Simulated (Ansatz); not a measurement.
The starting structures come from a database of crystals and need not be the phases stable at ambient conditions.

By PBEsol, the system below comes out a metal.

The ballistic (Sharvin) conductance counts the channels at the Fermi level: G/A = (e²/h) × channels of both spins per area.

Data:

```yaml
crystal:
  lattice:
    - [4.52770, 0.00000, 0.00000]
    - [1.32052, 6.36435, 0.00000]
    - [0.00000, 0.00000, 4.42110]
  atoms:
    - { symbol: Sb, position: [0.33993, 0.31633, 0.75000] }
    - { symbol: Sb, position: [0.66007, 0.68367, 0.25000] }
    - { symbol: Sb, position: [0.93664, 0.23724, 0.25000] }
    - { symbol: Sb, position: [0.06336, 0.76276, 0.75000] }
```

The cell is taken as given; by PBEsol it stands under a pressure of -2.4 GPa.

The current flows along the normal of the first two printed cell vectors. No spin-orbit coupling; the value is a mean over 0.1 eV about the Fermi level.

Q: Give the ballistic conductance per area that PBEsol (Ansatz, a program for electronic structure) yields.

A: 0.18 × 10¹⁵ S/m² for both spins.
